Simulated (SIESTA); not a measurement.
# Short convergence ladders for HfC (I4mm, 2 atoms in the cell)

```
CELL_PARAMETERS angstrom
      0.00000     2.33160     2.33160
      2.33160     0.00000     2.33160
      2.33160     2.33160     0.00000
ATOMIC_POSITIONS crystal
  Hf 0.01072 0.01072 0.98928
  C  0.50000 0.50000 0.50000
```

Base method: LDA PW92, numerical atomic orbitals DZP, PseudoDojo LDA standard norm-conserving potentials (rewritten from UPF to PSML) in SIESTA.

Base settings: XC.functional = LDA; XC.authors = PW92; potentials = PseudoDojo LDA standard; PAO.BasisSize = DZP; PAO.EnergyShift = 0.005 Ry; MeshCutoff = 300 Ry; kgrid.MonkhorstPack = 6 6 6; OccupationFunction = FD; ElectronicTemperature = 0.1 eV; MaxSCFIterations = 150.

Core times come from one kind of shared machine, to one figure; runs under 30 s give none.

**Shifted k-point meshes**

Only quantities that move along the ladder and can be compared are tabulated.

```tsv
kgrid.MonkhorstPack	free energy less the last step's (meV/atom)	pressure (GPa)	largest difference of a force vector from the last step's (eV/Å)	core time / last (rough)
2 2 2 shifted by 0.5 0.5 0.5	-63.75	-13.07	0.448	0.1
4 4 4 shifted by 0.5 0.5 0.5	20.14	-12.68	0.157	0.10
6 6 6 shifted by 0.5 0.5 0.5	4.61	-12.87	0.039	–
8 8 8 shifted by 0.5 0.5 0.5	0.45	-12.94	0.012	0.2
17 17 17 shifted by 0.5 0.5 0.5	0.00	-12.97	0.000	1
```

Coarsest kgrid.MonkhorstPack that holds the free energy within 2 meV/atom of the last step, with all finer ones: 8 8 8 shifted by 0.5 0.5 0.5, at about 0.2 of the last step's time; the step before is off by 4.6 meV/atom.

Coarsest kgrid.MonkhorstPack that holds the pressure within 0.2 GPa of the last step, with all finer ones: 6 6 6 shifted by 0.5 0.5 0.5; the step before is off by 0.28 GPa.

Coarsest kgrid.MonkhorstPack that holds the forces within 0.02 eV/Å: not settled: the last two steps still differ by 0.012 eV/Å, over half the tolerance, so the ladder does not show it.

**The k-point mesh at a smearing width of 0.05 eV**

In this ladder: ElectronicTemperature = 0.05 eV.

The second cell is the first with its lattice scaled by 0.98.

Only quantities that move along the ladder and can be compared are tabulated.

| kgrid.MonkhorstPack | free energy less the last step's (meV/atom) | energy of the compressed cell less the first (meV/atom) | pressure (GPa) | largest difference of a force vector from the last step's (eV/Å) | core time / last (rough) |
|---|---|---|---|---|---|
| 4 4 4 | 29.24 | -33.02 | -14.17 | 0.058 | 0.1 |
| 6 6 6 | 6.26 | -26.57 | -12.95 | 0.047 | 0.1 |
| 9 9 9 | 1.77 | -26.78 | -12.99 | 0.017 | 0.2 |
| 13 13 13 | -0.27 | -26.65 | -12.98 | 0.002 | 0.7 |
| 16 16 16 | 0.00 | -26.67 | -12.98 | 0.000 | 1 |

Coarsest kgrid.MonkhorstPack that holds the energy of the compressed cell less the first within 1 meV/atom of the last step, with all finer ones: 6 6 6, at about 0.1 of the last step's time; the step before is off by 6.4 meV/atom.

Coarsest kgrid.MonkhorstPack that holds the free energy within 5 meV/atom of the last step, with all finer ones: 9 9 9, at about 0.2 of the last step's time; the step before is off by 6.3 meV/atom.

Coarsest kgrid.MonkhorstPack that holds the pressure within 0.1 GPa of the last step, with all finer ones: 6 6 6, at about 0.1 of the last step's time; the step before is off by 1.2 GPa.

The energy difference between the two cells stays within 1 meV/atom of the last step's from 6 6 6 on, the total only from 13 13 13 on: much of the error is common to both cells and cancels.

**The SCF threshold**

In this ladder: SCF.DM.Tolerance = default; SCF.DM.Converge = false; SCF.H.Converge = false; SCF.FreeE.Converge = true.

The mesh stays at the base's, so the ladder's end is converged at best in this setting alone.

Only quantities that move along the ladder and can be compared are tabulated.

| SCF.FreeE.Tolerance | pressure (GPa) |
|---|---|
| 1.0E-01 eV | -12.67 |
| 1.0E-03 eV | -12.88 |
| 1.0E-05 eV | -12.88 |
| 1.0E-07 eV | -12.89 |
| 1.0E-12 eV | -12.89 |

Coarsest SCF.FreeE.Tolerance that holds the pressure within 0.05 GPa of the last step, with all finer ones: 1.0E-03 eV; the step before is off by 0.21 GPa.

On the base run: the starting cell has typed, rounded lattice constants, without a prior relaxation at this level. Its lattice was rescaled by up to half a per cent. One atom was moved a little off its site on purpose. Values carry the incompleteness of an atom-centred basis. In the base run, with a pressure of about -13 GPa the cell is away from its equilibrium volume at this level.
